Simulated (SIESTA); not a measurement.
Band structure of SnS (F-43m, 2 atoms in the cell).

```
CELL_PARAMETERS angstrom
      0.00000     3.26514     3.26514
      3.26514     0.00000     3.26514
      3.26514     3.26514     0.00000
ATOMIC_POSITIONS crystal
  Sn 0.00000 0.00000 0.00000
  S  0.75000 0.75000 0.75000
```

Method: GGA PBEsol, numerical atomic orbitals DZP, PseudoDojo PBEsol standard norm-conserving potentials (rewritten from UPF to PSML) in SIESTA.

Settings: XC.functional = GGA; XC.authors = PBEsol; potentials = PseudoDojo PBEsol standard; PAO.BasisSize = DZP; PAO.EnergyShift = 0.005 Ry; MeshCutoff = 300 Ry; kgrid.MonkhorstPack = 5 5 5; OccupationFunction = MP; OccupationMPOrder = 0; ElectronicTemperature = 1160.45 K; MaxSCFIterations = 150; SCF.Mixer.Method = Pulay; SCF.Mixer.Weight = 0.2; SCF.Mixer.History = 8.

The starting cell comes from a database of computed structures (which also holds hypothetical and non-ambient phases and stackings), without a prior relaxation at this level. Values carry the incompleteness of an atom-centred basis.

Task: Predict the gap along the standard path and the places of the band edges.

Result: The gap along the path is 0.07 eV, from W to X; the smallest direct gap on it is 0.68 eV.

Levels in eV from the top of the valence band on the path, bands 7 to 11:
```tsv
point	7	8	9	10	11
Γ	-5.08	-2.38	-2.38	-2.38	1.70
X	-7.45	-3.59	-3.59	-0.61	0.07
W	-7.41	-3.89	-3.81	0.00	1.91
K	-7.39	-4.04	-3.38	-0.48	1.25
L	-7.17	-2.89	-2.89	-2.11	2.42
U	-7.39	-4.04	-3.38	-0.48	1.25
```

Higher empty bands are left out: an atom-centred basis made for the valence describes them poorly.
